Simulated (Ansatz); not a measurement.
Given:

```yaml
crystal:
  lattice:
    - [0.00000, 2.10219, 2.10219]
    - [1.98993, 0.00000, 2.10219]
    - [1.98993, 2.10219, 0.00000]
  atoms:
    - { symbol: O, position: [0.00000, 0.00000, 0.00000] }
    - { symbol: Mg, position: [0.50000, 0.50000, 0.50000] }
```

No spin polarisation.

Level of theory: DFT with r2SCAN, PAW potentials and a 500 eV plane-wave cutoff in Ansatz (a program for electronic structure), no spin-orbit coupling. Γ-centred 13×13×13 mesh, Fermi–Dirac width 0.05 eV.

Estimate the stress (xx, yy, zz, yz, xz, xy; compression positive).

(23.21, 5.63, 5.63, 0.00, 0.00, 0.00) GPa.

Predict the valence-band top at Γ (three highest levels, from the VBM).

0.00, 0.00, -0.12 eV.

Predict the gap character.

Direct at Γ.

The cells carry an imposed strain or load. Whether these cells are dynamically stable was not tested. The cell was made from MgO in the rock salt structure (space group Fm-3m, No. 225) by this change: uniaxial strain ε_xx = −5.34 %.
